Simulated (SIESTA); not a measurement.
Input and output of a self-consistent single point for a (110) slab of CaHN (cut from a parent of space group no. 107; 12 atoms in the cell) (SIESTA).

Level of theory: LDA PW92, numerical atomic orbitals DZP, PseudoDojo LDA standard norm-conserving potentials (rewritten from UPF to PSML) (SIESTA).

The change in words: vacuum of 3 angstrom (first run: 14 Å). Reference geometry:
```yaml
crystal:
  lattice:
    - [3.76805, 0.00000, 0.00000]
    - [-3.28360, 3.73678, 0.00000]
    - [0.00000, 0.00000, 21.46171]
  atoms:
    - { symbol: Ca, position: [0.89656, 0.94828, 0.32616] }
    - { symbol: Ca, position: [0.89656, 0.44828, 0.44205] }
    - { symbol: Ca, position: [0.89656, 0.94828, 0.55795] }
    - { symbol: Ca, position: [0.89656, 0.44828, 0.67384] }
    - { symbol: H, position: [0.72012, 0.36006, 0.32616] }
    - { symbol: H, position: [0.72012, 0.86006, 0.44205] }
    - { symbol: H, position: [0.72012, 0.36006, 0.55795] }
    - { symbol: H, position: [0.72012, 0.86006, 0.67384] }
    - { symbol: N, position: [0.08330, 0.54165, 0.32616] }
    - { symbol: N, position: [0.08330, 0.04165, 0.44205] }
    - { symbol: N, position: [0.08330, 0.54165, 0.55795] }
    - { symbol: N, position: [0.08330, 0.04165, 0.67384] }
```

Reference input (self-consistent single point, DFT, LDA PW92, numerical atomic orbitals DZP, PseudoDojo LDA standard norm-conserving potentials (rewritten from UPF to PSML)): XC.functional = LDA; XC.authors = PW92; potentials = PseudoDojo LDA standard; PAO.BasisSize = DZP; PAO.EnergyShift = 0.01 Ry; MeshCutoff = 400 Ry; kgrid.MonkhorstPack = 4 4 1; OccupationFunction = FD; ElectronicTemperature = 50 meV; MaxSCFIterations = 150; SCF.Mixer.Method = Broyden; SCF.Mixer.Weight = 0.2. This run's input differs from it in these lines:

```diff
@@ -15,3 +15,3 @@
     -6.205104703    7.061490788    0.000000000
-     0.000000000    0.000000000   40.556757846
+     0.000000000    0.000000000   19.769789372
 %endblock LatticeVectors
@@ -19,14 +19,14 @@
 %block AtomicCoordinatesAndAtomicSpecies
-     0.499857863    6.696270484   13.228073252  1
-     3.602410214    3.165525090   17.928195919  1
-     0.499857863    6.696270484   22.628561926  1
-     3.602410214    3.165525090   27.328684593  1
-     2.893467970    2.542560373   13.228073252  2
-    -0.209084381    6.073305767   17.928195919  2
-     2.893467970    2.542560373   22.628561926  2
-    -0.209084381    6.073305767   27.328684593  2
-    -2.767849966    3.824856485   13.228073252  3
-     0.334702386    0.294111091   17.928195919  3
-    -2.767849966    3.824856485   22.628561926  3
-     0.334702386    0.294111091   27.328684593  3
+     0.499857863    6.696270484    2.834592400  1
+     3.602410214    3.165525090    7.534721435  1
+     0.499857863    6.696270484   12.235067937  1
+     3.602410214    3.165525090   16.935196972  1
+     2.893467970    2.542560373    2.834592400  2
+    -0.209084381    6.073305767    7.534721435  2
+     2.893467970    2.542560373   12.235067937  2
+    -0.209084381    6.073305767   16.935196972  2
+    -2.767849966    3.824856485    2.834592400  3
+     0.334702386    0.294111091    7.534721435  3
+    -2.767849966    3.824856485   12.235067937  3
+     0.334702386    0.294111091   16.935196972  3
 %endblock AtomicCoordinatesAndAtomicSpecies
```

Output, abridged:

```
        iscf     Eharris(eV)        E_KS(eV)     FreeEng(eV)     dDmax    Ef(eV) dHmax(eV)
   scf:    1    -5332.201311    -5384.822506    -5384.822506  1.534478 -7.280837 11.122975
   scf:    2    -5405.941521    -5397.204455    -5397.204455  0.243243 -6.196148  4.535206
   scf:    3    -5400.158685    -5399.594677    -5399.594677  0.213116 -5.541085  0.974071
   scf:    4    -5399.708430    -5399.664405    -5399.664405  0.035269 -5.576548  0.510079
   scf:    5    -5399.699714    -5399.684836    -5399.684836  0.025346 -5.531436  0.060900
   scf:    6    -5399.685963    -5399.685572    -5399.685572  0.008191 -5.535181  0.039998
   scf:    7    -5399.685800    -5399.685800    -5399.685800  0.004501 -5.527607  0.025616
   scf:    8    -5399.685856    -5399.685868    -5399.685868  0.001114 -5.530845  0.011255
   scf:    9    -5399.685904    -5399.685889    -5399.685889  0.001292 -5.529381  0.001241
   scf:   10    -5399.685891    -5399.685890    -5399.685890  0.000215 -5.529330  0.000695
   scf:   11    -5399.685891    -5399.685890    -5399.685891  0.000098 -5.529307  0.000496
SCF Convergence by DM+H criterion
max |DM_out - DM_in|         :     0.0000981280
max |H_out - H_in|      (eV) :     0.0004960585
SCF cycle converged after 11 iterations

Using DM_out to compute the final energy and forces

siesta: E_KS(eV) =            -5399.6859

siesta: E_KS - E_eggbox =     -5399.6859

siesta: Atomic forces (eV/Ang):
     1    0.411098    0.360622   -0.863727
     2    0.431197    0.378454    0.006113
     3    0.431197    0.378454   -0.006113
     4    0.411098    0.360622    0.863727
     5   -0.701182   -0.616256   -0.165239
     6   -0.748727   -0.657995    0.006053
     7   -0.748727   -0.657995   -0.006053
     8   -0.701182   -0.616256    0.165239
     9    0.309673    0.272961   -0.224601
    10    0.293591    0.259634   -0.012140
    11    0.293591    0.259634    0.012140
   [... lines left out ...]
siesta: FreeEng =     -5399.685891
   [... lines left out ...]
siesta:    -0.040012   -0.028750    0.000000
siesta:    -0.028750   -0.032473   -0.000000
siesta:     0.000000    0.000000    0.008003

siesta: Cell volume =        147.305074 Ang**3

siesta: Pressure (static):
siesta:                Solid            Molecule  Units
siesta:           0.00023410          0.00004759  Ry/Bohr**3
siesta:           0.02149395          0.00436946  eV/Ang**3
siesta:          34.43709765          7.00064507  kBar
```

The run converged in 11 iterations. Against the reference run the free energy drops by 109 meV/atom, the largest force goes from 0.986 to 1.022 eV/Å and the gap on the mesh goes from 1.467 to 1.355 eV.

The starting cell comes from a database of computed structures (which also holds hypothetical and non-ambient phases and stackings), without a prior relaxation at this level. The slab is cut from that crystal, and its faces are unrelaxed. Its lattice was rescaled by up to half a per cent. Spin polarisation is off, though cut faces can carry moments; a gap of a slab can lie between surface states. Values carry the incompleteness of an atom-centred basis. The basis of the alkali or alkaline-earth atoms may lack their empty d shell, which can raise the gap. Forces in this geometry exceed 1 eV/Å.

Cost on one core of a shared machine: roughly 80 s.
